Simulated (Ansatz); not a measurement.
Base system: GaN in the CsCl type structure (space group Pm-3m, No. 221; a hypothetical phase, not in the database extracts checked; relaxed with 0.1 eV smearing).

```cif
data_GaN
_chemical_formula_sum 'Ga1 N1'
_space_group_name_H-M_alt 'Pm-3m'
_space_group_IT_number 221
_space_group_name_Hall '-P 4 2 3'
_cell_length_a 2.70312
_cell_length_b 2.70312
_cell_length_c 2.70312
_cell_angle_alpha 90.000
_cell_angle_beta 90.000
_cell_angle_gamma 90.000
loop_
_atom_site_label
_atom_site_type_symbol
_atom_site_symmetry_multiplicity
_atom_site_Wyckoff_symbol
_atom_site_fract_x
_atom_site_fract_y
_atom_site_fract_z
_atom_site_occupancy
Ga1 Ga 1 a 0.00000 0.00000 0.00000 1
N1 N 1 b 0.50000 0.50000 0.50000 1
```

All numbers come from PBEsol, PAW, 420 eV (Ansatz, a first-principles code; spin-orbit coupling left out).

Before the change:

| Quantity | Value |
|---|---|
| Pressure | 0.0 GPa |

Now apply this change: an isotropic linear strain of −1.33 %, atoms relaxed at fixed cell.

Q: How does this affect the pressure and energy relative to the base?

A: The pressure goes from zero to 7.4 GPa; the energy grows by 8.7 meV/atom.

Stability against distortions was not tested. All final runs are without spin polarisation.
